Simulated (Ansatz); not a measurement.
The starting structures come from a database of crystals and need not be the phases stable at ambient conditions.

The decay constant κ of evanescent states in the gap governs leakage through a thin film.

Consider the following.

```
CaBr2
1.0
    8.09529     0.00000     0.00000
    2.36968     7.74070     0.00000
    2.36968     1.75280     3.23969
Ca Br
2 4
Cartesian
  0.00000   0.00000   0.00000
  6.41733   4.74675   1.61984
  4.68659   7.08660   1.61984
  8.14807   2.40689   1.61984
  8.73424   6.46051   1.95859
  4.10042   3.03298   1.28110
```

Space group of this cell: P4_2/mnm, rutile. The cell is taken as given.

Transport runs along the normal of the first two printed cell vectors, the (111) plane of the conventional cell.

The gap is the functional's own, uncorrected, and κ follows it; spin-orbit coupling is left out. Mid-gap values are interpolated between the computed energies.

**Question.** Estimate the band gap and the smallest decay constant κ at mid-gap that Ansatz (a quantum-chemistry and plane-wave program) with r2SCAN returns for this system.

**Answer.** Gap 5.00 eV on a 10×10×10 mesh; κ = 0.341 1/Å, at the zone centre.
